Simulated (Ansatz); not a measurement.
The reference is Au in the fcc (Cu type) structure (space group Fm-3m, No. 225; relaxed with 0.1 eV smearing).

```cif
data_Au4
_chemical_formula_sum 'Au4'
_space_group_name_H-M_alt 'Fm-3m'
_space_group_IT_number 225
_space_group_name_Hall '-F 4 2 3'
_cell_length_a 4.04767
_cell_length_b 4.04767
_cell_length_c 4.04767
_cell_angle_alpha 90.000
_cell_angle_beta 90.000
_cell_angle_gamma 90.000
loop_
_atom_site_label
_atom_site_type_symbol
_atom_site_symmetry_multiplicity
_atom_site_Wyckoff_symbol
_atom_site_fract_x
_atom_site_fract_y
_atom_site_fract_z
_atom_site_occupancy
Au1 Au 4 a 0.00000 0.00000 0.00000 1
```
(The calculation used a cell of 1 atom; values per cell refer to that cell.)

The values are results of LDA in Ansatz (plane waves to 420 eV, PAW, no SOC), not measurements.

Strains are applied to the cell and any free atomic positions relax.

One change was made to it. Results:

The pressure goes from zero to 3.0 GPa; the energy rises by 2.3 meV/atom.

Question: Which change produced these results?
A. isotropic strain +2.50 %
B. isotropic strain −0.50 %
C. isotropic strain −1.50 %

Answer: B, isotropic strain −0.50 %. For comparison, the energy relative to the base in the other runs: isotropic strain −1.50 % gives +22 meV/atom; isotropic strain +2.50 % gives +50 meV/atom.

Whether these cells are dynamically stable was not tested.

Ansatz is a quantum-chemistry and plane-wave program.
